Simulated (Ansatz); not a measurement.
The reference is SiC in the wurtzite structure (space group P6_3mc, No. 186).

```
CELL_PARAMETERS angstrom
      3.09192     0.00000     0.00000
     -1.54596     2.67768     0.00000
      0.00000     0.00000     5.07421
ATOMIC_POSITIONS crystal
  Si 0.66667 0.33333 0.00052
  Si 0.33333 0.66667 0.50052
  C  0.66667 0.33333 0.62468
  C  0.33333 0.66667 0.12468
```

The values are results of Ansatz (a quantum-chemistry and plane-wave program) PBE, without spin-orbit coupling, earlier PAW set, not measurements.

Base values:

| Property | Result |
|---|---|
| Electron mass | 0.27 mₑ along c, 0.44 mₑ across (at K) |
| Band gap | 2.31 eV |

It is then changed as follows: an isotropic linear strain of −5.79 %, atoms relaxed at fixed cell.

Q: What does the calculation give for the electron mass and band gap after the change?

A: The electron mass becomes 0.25 mₑ along c, 0.40 mₑ across (at K) (base: 0.27 mₑ along c, 0.44 mₑ across (at K)); the band gap decreases by 0.35 eV (2.31 eV → 1.96 eV).

Masses are band curvatures over ±0.01 Å⁻¹ around the edge. No phonon test of stability was made.
